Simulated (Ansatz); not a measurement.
**How a calculation on AsPt (P6/mmm, 6 atoms in the cell) responds to its settings**

Space group P6/mmm (No. 191); a = b = 5.360 Å, c = 4.325 Å, α = β = 90.00°, γ = 120.00°

```json
[
 {"atom": "Pt", "site": "3f", "symmetry": "mmm", "x": "0.0000", "y": "0.5000", "z": "0.0000"},
 {"atom": "As", "site": "1a", "symmetry": "6/mmm", "x": "0.0000", "y": "0.0000", "z": "0.0000"},
 {"atom": "As", "site": "2d", "symmetry": "-6m2", "x": "0.3333", "y": "0.6667", "z": "0.5000"}
]
```

Base run A: PBE run with Ansatz (a quantum-chemistry and plane-wave program), self-consistent single point.

Its settings: basis.ecutwfc = 420 eV; kpoints.mp_grid.grid = 4 4 4; hamiltonian.xc = pbe; hamiltonian.pseudopotentials = {kind: paw} (the program's default PAW files); scf.occupations.method = cold; scf.occupations.width = 0.136 eV.

The starting cell was generated: these elements placed on a structure prototype, without a prior relaxation; it need not be a known phase or ordering of this composition. Spin polarisation is off; with an odd number of electrons in the cell that forces a metal, and a magnetic state may lie lower. In the base run, with a pressure of about 13 GPa the cell is away from its equilibrium volume at this level. Ansatz's pressure includes its estimate of the finite-basis (Pulay) stress. Without a gap this mesh is coarse (it stands for a supercell whose shortest vector is 17 Å).

ΔF is the free energy per atom less that of run A. 

```csv
run,"scf.occupations.method, scf.occupations.width",ΔF (meV/atom),pressure (GPa),TS (meV/atom)
A,"cold, 0.136 eV",0.00,12.89,0.0
B,"gaussian, 0.05 eV",-0.59,12.88,0.7
C,"gaussian, 0.3 eV",-13.6,13.04,27.4
D,"fermi_dirac, 0.05 eV",-2.6,12.91,4.9
E,"fermi_dirac, 0.2 eV",-40.3,13.34,80.6
F,"methfessel_paxton, 0.1 eV",-0.14,12.88,-0.5
G,"methfessel_paxton, 0.2 eV",0.11,12.88,-0.1
H,"cold, 0.05 eV",-0.14,12.91,-0.1
I,"cold, 0.1 eV",-0.05,12.89,-0.2
J,"tetrahedron, default",-9.1,12.90,0.4
```

Run B against A: The free energy is nearly the same (within 1 meV/atom) and the pressure stays near 12.88 GPa while the zz stress (positive for compression) goes from 11.56 to 11.87 GPa.

Run J against A: The free energy falls by 9.1 meV/atom and the pressure stays near 12.90 GPa while the zz stress (positive for compression) goes from 11.56 to 10.84 GPa.

Keys are those of Ansatz 0.2.
